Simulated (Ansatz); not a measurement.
Input and output of a self-consistent single point for Na (Im-3m, 1 atom in the cell) (Ansatz, a quantum-chemistry and plane-wave program).

Computed with PBE (plane waves, PAW; Ansatz).

The change in words: lattice scaled by 0.98; basis.ecutwfc: 30.9 Ry → 14 Ry. Reference geometry:
```
Na
1.0
   -2.14065     2.14065     2.14065
    2.14065    -2.14065     2.14065
    2.14065     2.14065    -2.14065
Na
1
Direct
  0.00000   0.00000   0.00000
```

Reference input (self-consistent single point, DFT, PBE, plane waves, default PAW files): basis.ecutwfc = 30.9 Ry; kpoints.mp_grid.grid = 11 11 11; hamiltonian.xc = pbe; hamiltonian.pseudopotentials = {kind: paw} (the program's default PAW files); scf.occupations.method = fermi_dirac; scf.occupations.width = 0.0073 Ry. This run's input differs from it in these lines:

Ansatz 0.2 input:
```diff
@@ -3,5 +3,5 @@
   lattice:
-    - [-2.140650, 2.140650, 2.140650]
-    - [2.140650, -2.140650, 2.140650]
-    - [2.140650, 2.140650, -2.140650]
+    - [-2.097837, 2.097837, 2.097837]
+    - [2.097837, -2.097837, 2.097837]
+    - [2.097837, 2.097837, -2.097837]
   atoms:
@@ -9,3 +9,3 @@
 basis:
-  ecutwfc: 30.9 Ry
+  ecutwfc: 14.0 Ry
 kpoints:
```

Log, with long lists cut:

```
SCF iter   1: F=—  HF=-1482.509686 eV  |F-HF|=—  |Δ(HF+E_count)|=         —  Δρ=4.93e-2  dr2=2.55e-1  ethr=1.77e-3  ⟨swp⟩=4.0  Hψ=2963  notcnv=0
all-band conjugate gradients solve this SCF's bands
preconditioner: auto → Kerker (q_TF=auto, 2.156 Å⁻¹)
SCF iter   2: F=—  HF=-1482.248054 eV  |F-HF|=—  |Δ(HF+E_count)|=   2.62e-1  Δρ=1.54e-2  dr2=1.96e-2  ethr=1.77e-3  ⟨swp⟩=2.0  Hψ=1426  notcnv=0  defer=2
SCF iter   3: F=—  HF=-1482.233019 eV  |F-HF|=—  |Δ(HF+E_count)|=   1.50e-2  Δρ=2.61e-3  dr2=6.42e-4  ethr=2.18e-4  ⟨swp⟩=2.0  Hψ=726  notcnv=0  defer=2
SCF iter   4: F=—  HF=-1482.233379 eV  |F-HF|=—  |Δ(HF+E_count)|=   3.60e-4  Δρ=2.05e-4  dr2=1.50e-5  ethr=7.14e-6  ⟨swp⟩=1.2  Hψ=516  notcnv=0  defer=2
SCF iter   5: F=—  HF=-1482.233540 eV  |F-HF|=—  |Δ(HF+E_count)|=   1.61e-4  Δρ=4.32e-5  dr2=6.75e-7  ethr=1.67e-7  ⟨swp⟩=2.0  Hψ=702  notcnv=0  defer=2
SCF iter   6: F=-1482.233540 eV  HF=-1482.233540 eV  |F-HF|=8.94e-10  |Δ(HF+E_count)|=   2.95e-7  Δρ=8.23e-6  dr2=3.62e-8  ethr=1.11e-9  ⟨swp⟩=4.5  Hψ=2255  notcnv=0
SCF 1 converged in 6 iterations: F = -1482.233540 eV  dr2 = 3.62e-8
Free energy (F): -1482.233540 eV
Internal energy: -1482.219922 eV  (E = F + TS)
E sigma→0 (E₀):  -1482.226731 eV
Entropy (-TS):   -0.013619 eV (-13.619 meV/atom)
Fermi energy:    1.725943 eV
--- Forces (eV/Å), atoms counted from 1 ---
  atom   1  Na     0.00000000    -0.00000000     0.00000000
--- Stress (GPa, compression-positive) ---
        0.039754      -0.000000      -0.000000
       -0.000000       0.039754      -0.000000
       -0.000000      -0.000000       0.039754
  P = ⅓ Tr σ = 0.0398 GPa (0.398 kbar)
  The stress holds the Pulay correction. Without it, at fixed plane waves, as pw.x and ABINIT print it: P = -85.5591 GPa
```

The run converged in 6 iterations. Against the reference run the free energy rises by 4.19 eV/atom and the pressure goes from -0.41 to 0.04 GPa.

The starting cell has typed, rounded lattice constants, without a prior relaxation at this level. Its lattice was rescaled by up to half a per cent. For this run, on top of that: lattice scaled by 0.98. Ansatz's pressure includes its estimate of the finite-basis (Pulay) stress. Without the estimate this run gives -85.56 GPa. The cutoff lies below the one recommended for these files.
